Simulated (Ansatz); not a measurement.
The parent structure is C in the diamond structure (space group Fd-3m, No. 227; a = 3.560 Å). Axes: x, y, z lie along the cube axes.

Computed with DFT with r2SCAN, PAW potentials and a 500 eV plane-wave cutoff in Ansatz (an electronic-structure program), without spin-orbit coupling, earlier PAW set.

Small strains at fixed cell, atoms relaxed; stresses less that of the base, compression positive, in the order xx, yy, zz, yz, xz, xy:

```tsv
strain tensor components (%)	stress (GPa)
0.66, -1.38, -0.33, -0.83, 0.11, -0.24	-5.32, 15.37, 5.08, 10.29, -1.31, 2.93
0.05, -0.57, -0.80, -1.62, -0.08, -0.13	1.20, 8.24, 10.52, 19.84, 1.01, 1.53
0.00, 0.00, 0.00, 0.00, 0.00, 0.83	0.20, 0.20, 0.02, 0.00, 0.00, -9.73
0.79, 0.00, 0.00, 0.00, 0.00, 0.00	-8.68, -0.89, -0.89, 0.00, 0.00, 0.00
1.34, -0.36, -1.12, 0.10, -0.94, 0.42	-12.96, 4.16, 11.61, -1.35, 10.92, -4.89
0.00, 0.00, 0.00, 0.00, 0.00, 0.96	0.27, 0.27, 0.02, 0.00, 0.00, -11.25
```

Question: Extract the cubic elastic constants and what follows from them, and test mechanical stability.

Answer: With σ_ii = C11 ε_ii + C12 (tr ε − ε_ii) and σ_ij = 2 C44 ε_ij (tension positive), least squares gives C11 ≈ 1160 GPa, C12 ≈ 149 GPa and C44 ≈ 601 GPa (good to about 1 GPa or a few per cent; finite strains leave residuals up to 0.5 GPa). Then B = (C11 + 2 C12)/3 ≈ 486 GPa, C′ = (C11 − C12)/2 ≈ 506 GPa and the Zener ratio C44/C′ ≈ 1.2. The Born criteria for a cubic crystal are met. Phonon stability is a separate test, not made here.

Measured C11 of C: 1081 GPa (0 K or low temperature; as listed in Tanner et al., arXiv (2021)); the computed value is 7 % above it.

Measured C12 of C: 125 GPa (0 K or low temperature; as listed in Tanner et al., arXiv (2021)); the computed value is 19 % above it.

Measured C44 of C: 579 GPa (0 K or low temperature; as listed in Tanner et al., arXiv (2021)); the computed value is 4 % above it.

No phonon test of stability was made.
